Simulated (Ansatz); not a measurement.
Start from SnO2 in the rutile structure (space group P4_2/mnm, No. 136).

```cif
data_O4Sn2
_chemical_formula_sum 'Sn2 O4'
_space_group_name_H-M_alt 'P42/mnm'
_space_group_IT_number 136
_space_group_name_Hall '-P 4n 2n'
_cell_length_a 4.76919
_cell_length_b 4.76919
_cell_length_c 3.21201
_cell_angle_alpha 90.000
_cell_angle_beta 90.000
_cell_angle_gamma 90.000
loop_
_atom_site_label
_atom_site_type_symbol
_atom_site_symmetry_multiplicity
_atom_site_Wyckoff_symbol
_atom_site_fract_x
_atom_site_fract_y
_atom_site_fract_z
_atom_site_occupancy
Sn1 Sn 2 a 0.00000 0.00000 0.00000 1
O1 O 4 f 0.30628 0.30628 0.00000 1
```

Computed with DFT with PBEsol, PAW potentials and a 420 eV plane-wave cutoff in Ansatz (a first-principles code), no spin-orbit coupling.

Base values:

Pressure: 0.0 GPa
Band gap: 0.92 eV

Now apply this change: an isotropic linear strain of +3.67 %, atoms relaxed at fixed cell.

Problem. How does this affect the energy relative to the base, pressure, band gap and largest internal atomic displacement?

Solution. The energy rises by 78 meV/atom; the pressure (mean of the normal stresses, compression positive) goes from zero to -16.0 GPa; the band gap goes from 0.92 eV to zero; the largest internal atomic displacement is 0.022 Å.

Whether these cells are dynamically stable was not tested. The final runs are not spin-polarised. Gaps under 0.05 eV, about the width of the smearing, are given as zero. The zero or small gap of SnO2 under isotropic strain +3.67 % can change with the level of theory.
